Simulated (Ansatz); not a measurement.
The starting structures come from a database of crystals and need not be the phases stable at ambient conditions.

 Where the default PAW files enter, the runs use the earlier of Ansatz's two default sets.

By PBEsol, the system below comes out a metal.

The ballistic (Sharvin) conductance counts the channels at the Fermi level: G/A = (e²/h) × channels of both spins per area.

Input:

```
CELL_PARAMETERS angstrom
      7.54959     0.00000     0.00000
     -3.77479     6.53814     0.00000
      0.00000     0.00000     5.19892
ATOMIC_POSITIONS crystal
  Ti 0.25084 0.25084 0.75000
  Ti 0.74916 0.74916 0.25000
  Ti 0.00000 0.25084 0.25000
  Ti 0.00000 0.74916 0.75000
  Ti 0.74916 0.00000 0.75000
  Ti 0.25084 0.00000 0.25000
  Ti 0.33333 0.66667 0.50000
  Ti 0.66667 0.33333 0.50000
  Ti 0.66667 0.33333 0.00000
  Ti 0.33333 0.66667 0.00000
  Ge 0.38931 0.00000 0.75000
  Ge 0.61069 0.00000 0.25000
  Ge 0.38931 0.38931 0.25000
  Ge 0.61069 0.61069 0.75000
  Ge 0.00000 0.38931 0.75000
  Ge 0.00000 0.61069 0.25000
```

Space group of this cell: P6_3/mcm. The cell is taken as given; by PBEsol its mean pressure is -3.2 GPa.

The current flows along the normal of the first two printed cell vectors, the (001) plane of the conventional cell. No spin-orbit coupling; the value is a mean over 0.1 eV about the Fermi level.

Question: Compute, with PBEsol run with Ansatz (a quantum-chemistry and plane-wave program), the ballistic conductance per area.

Answer: 0.38 × 10¹⁵ S/m² for both spins.
